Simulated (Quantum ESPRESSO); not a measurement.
Band structure of TiSi2 (Cmcm, 6 atoms in the cell).

```
TiSi2
1.0
    1.76987    -6.77753     0.00000
    1.76987     6.77753     0.00000
    0.00000     0.00000     3.57480
Ti Si
2 4
Direct
  0.89688   0.10312   0.75000
  0.10312   0.89688   0.25000
  0.55825   0.44175   0.75000
  0.44175   0.55825   0.25000
  0.24969   0.75031   0.75000
  0.75031   0.24969   0.25000
```

Method of the run: PBEsol, GBRV 1.5 ultrasoft (PBESOL) pseudopotentials (plane waves; Quantum ESPRESSO 7.5).

Settings: ecutwfc = 50 Ry; ecutrho = 400 Ry; occupations = smearing; smearing = cold; degauss = 0.0099958 Ry; potentials = {Ti: ti_pbesol_v1.4.uspp.F.UPF, Si: si_pbesol_v1.uspp.F.UPF}; K_POINTS = automatic 5 5 4 0 0 0; conv_thr = 1e-10 Ry.

The starting cell comes from a database of computed structures (which also holds hypothetical and non-ambient phases and stackings), without a prior relaxation at this level. Its lattice was rescaled by a random factor within 2.5 % of one. Spin polarisation is off.

Levels in eV from the Fermi level, bands 17 to 24:
```json
[
 {"point": "Γ", "17": "-2.12", "18": "-2.05", "19": "-2.04", "20": "0.50", "21": "0.71", "22": "0.85", "23": "0.91", "24": "1.39"},
 {"point": "X", "17": "-1.68", "18": "-1.09", "19": "-0.76", "20": "-0.69", "21": "-0.19", "22": "1.15", "23": "1.44", "24": "1.56"},
 {"point": "S", "17": "-1.62", "18": "-1.43", "19": "-0.64", "20": "-0.53", "21": "-0.51", "22": "1.17", "23": "1.49", "24": "1.65"},
 {"point": "R", "17": "-3.17", "18": "-3.17", "19": "-2.40", "20": "-2.40", "21": "1.76", "22": "1.76", "23": "1.88", "24": "1.88"},
 {"point": "A", "17": "-3.31", "18": "-3.31", "19": "-2.32", "20": "-2.32", "21": "1.80", "22": "1.80", "23": "1.88", "24": "1.88"},
 {"point": "Z", "17": "-1.60", "18": "-1.60", "19": "0.00", "20": "0.00", "21": "0.86", "22": "0.86", "23": "1.51", "24": "1.51"},
 {"point": "Y", "17": "-2.50", "18": "-1.91", "19": "-1.16", "20": "0.43", "21": "0.67", "22": "0.77", "23": "0.95", "24": "1.13"},
 {"point": "X1", "17": "-1.68", "18": "-1.09", "19": "-0.76", "20": "-0.69", "21": "-0.19", "22": "1.15", "23": "1.44", "24": "1.56"},
 {"point": "A1", "17": "-3.31", "18": "-3.31", "19": "-2.32", "20": "-2.32", "21": "1.80", "22": "1.80", "23": "1.88", "24": "1.88"},
 {"point": "T", "17": "-1.99", "18": "-1.99", "19": "-0.83", "20": "-0.83", "21": "0.48", "22": "0.48", "23": "1.67", "24": "1.67"}
]
```

Bands cross the Fermi level along this path, so the cell is metallic at this level.
